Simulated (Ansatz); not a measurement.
The starting structures come from a database of crystals and need not be the phases stable at ambient conditions.

By PBEsol, the system below comes out a metal.

Without scattering a metal conducts by its projected Fermi surface.

Input:

```
CELL_PARAMETERS angstrom
      3.30947     0.00000     0.00000
      0.00000     3.30947     0.00000
      1.65474    -1.65474     2.29427
ATOMIC_POSITIONS crystal
  Zr 0.50000 0.50000 0.00000
  N  0.00000 0.00000 0.00000
```

The cell is strained (lengths across the current scaled by 1.02, ions clamped); by PBEsol it stands under a pressure of -14.7 GPa.

The current flows along the normal of the first two printed cell vectors, the (001) (indices of the unstrained crystal) plane of the conventional cell. No spin-orbit coupling; the value is a mean over 0.1 eV about the Fermi level.

Task: Estimate the ballistic conductance per area that PBEsol run with Ansatz (an electronic-structure program) returns for this system.

Result: 1.0 × 10¹⁵ S/m² for both spins.
